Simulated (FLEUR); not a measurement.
FLEUR run on NiAl (Pm-3m, 2 atoms in the cell): self-consistent single point.

Level of theory: LDA (Perdew-Zunger), all-electron FLAPW (FLEUR), scalar-relativistic valence.

```
CELL_PARAMETERS angstrom
      2.90994     0.00000     0.00000
      0.00000     2.90994     0.00000
      0.00000     0.00000     2.90994
ATOMIC_POSITIONS crystal
  Al 0.50000 0.50000 0.50000
  Ni 0.00000 0.00000 0.00000
```

Reference input (self-consistent single point, DFT, PBE, all-electron FLAPW (FLEUR), scalar-relativistic valence): Kmax = 4.7 1/bohr; GmaxXC = 14.1 1/bohr; xcFunctional = pbe; jspins = 1; l_soc = F; mode = gauss; fermiSmearingEnergy = 0.00367493 Htr; mesh (inpgen div1-3) = 8 8 8; inpgen gamma flag = true; Gmax = 14.1 1/bohr; numbands = 0; maxIterBroyd = 15. This run's input differs from it in these lines:

```diff
@@ -14,2 +14,3 @@
 &comp jspins=1 /
+&exco xctyp='pz' /
 &kpt div1=8 div2=8 div3=8 gamma=t /
@@ -26,3 +27,3 @@
       <coreElectrons ctail="T" frcor="F" kcrel="0" coretail_lmax="0"/>
-      <xcFunctional name="pbe" relativisticCorrections="F"/>
+      <xcFunctional name="pz" relativisticCorrections="F"/>
       <magnetism jspins="1"/>
```

Log, with long lists cut:

```
 Iteration:     1   Distance:      18.81564562 me/bohr^3
 Iteration:     2   Distance:      12.25419191 me/bohr^3
 Iteration:     3   Distance:       6.53458054 me/bohr^3
 Iteration:     4   Distance:       6.31931616 me/bohr^3
 Iteration:     5   Distance:       2.44898503 me/bohr^3
   [... 6 lines left out ...]
 Iteration:    12   Distance:       0.00074130 me/bohr^3
 Iteration:    13   Distance:       0.00013253 me/bohr^3
 Iteration:    14   Distance:       0.00011541 me/bohr^3
 Iteration:    15   Distance:       0.00000034 me/bohr^3
 Run finished successfully
 Stop message:
   Structural relaxation: Done

[file out, last iteration]
             iter=     16
[...]
          total density-effective poten   -2.7818491427E+03
          total charge density-energy d   -7.8876239263E+01
 Updated energy parameters for spin:           1
[...]
 fermi energy and band-weighting factors:

[...]
FERMIE:
          first approx. to ef    (T=0)  :   0.345688 htr   (energy of the highest occ. eigenvalue)
          number of occ. states  (T=0)  :        331
          first approx. to seigv (T=0)  :  -8.768101 htr
          sum of weights of occ. states :   9.572266
          sum of semicore charge        :   0.000000 e
          fermi energy=   0.34423 har   work function=  -9.36696 ev
          number of valence electrons=  19.00000
     band-weighting factor for spin=    1
   [... lines left out ...]
          total moment                 =     0.00000
 Direct bandgap for spin            1 :    5.1348416965009247E-002  Htr
 ---->    free energy=                     -1760.3594545462 htr
   [... lines left out ...]
      extrapolation for T->0
 ---->    total electron energy=           -1760.3594545462 htr
 ***** TOTAL FORCES ON ATOMS *****
 TOTAL FORCE FOR ATOM TYPE=  1  X=  2.749   Y=  2.749   Z=  2.749
                       FX_TOT= 0.000000 FY_TOT= 0.000000 FZ_TOT= 0.000000
 TOTAL FORCE FOR ATOM TYPE=  2  X=  0.000   Y=  0.000   Z=  0.000
                       FX_TOT= 0.000000 FY_TOT= 0.000000 FZ_TOT= 0.000000
 Structural relaxation: Done
```

The run converged in 15 iterations. FLEUR gives forces in its relaxation mode, with a further iteration, so its stop message speaks of a relaxation. 

The starting cell has typed, rounded lattice constants, without a prior relaxation at this level. Its lattice was rescaled by a random factor within 2.5 % of one. Spin polarisation is off. Values depend on the basis (sphere radii, cutoffs, local orbitals), which need not be converged. The log's line on a gap gives a spacing of levels on this mesh, which the program prints for metals too.

Cost on one core of a shared machine: roughly 30 s.
